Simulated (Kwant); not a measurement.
Device: In0.53Ga0.47As/InP stack with 1 barrier. One parabolic valley. Leads of mass 0.041 mₑ with the band edge at 0; grid 0.1 nm; bias 0 V, dropping linearly over the stack.

| layer | thickness (nm) | band offset (eV) | mass (mₑ) |
|---|---|---|---|
| 1 | 2.2 | 0.25 | 0.08 |

The device is made up for the run: typed textbook-type constants, with dimensions and the other settings drawn at random.

Computed with Kwant: one-band effective-mass tight-binding model in one dimension, coherent, no space charge.

Sweep values stay those of the base run.

The height of the first barrier was swept, all else fixed.

```
height of the first barrier (eV)  mean transmission over the sweep  transmission at E = 0.1858 eV  transmission at E = 0.2804 eV  transmission at E = 0.3750 eV
--------------------------------  --------------------------------  -----------------------------  -----------------------------  -----------------------------
0.15                                                          0.56                           0.60                           0.66                           0.72
0.2                                                           0.45                           0.49                           0.57                           0.64
0.25                                                          0.36                           0.39                           0.47                           0.55
0.3                                                           0.28                           0.30                           0.39                           0.46
```

From the first row to the last the mean transmission over the sweep goes from 0.56 to 0.28. From the first row to the last the transmission at E = 0.1858 eV goes from 0.60 to 0.30.
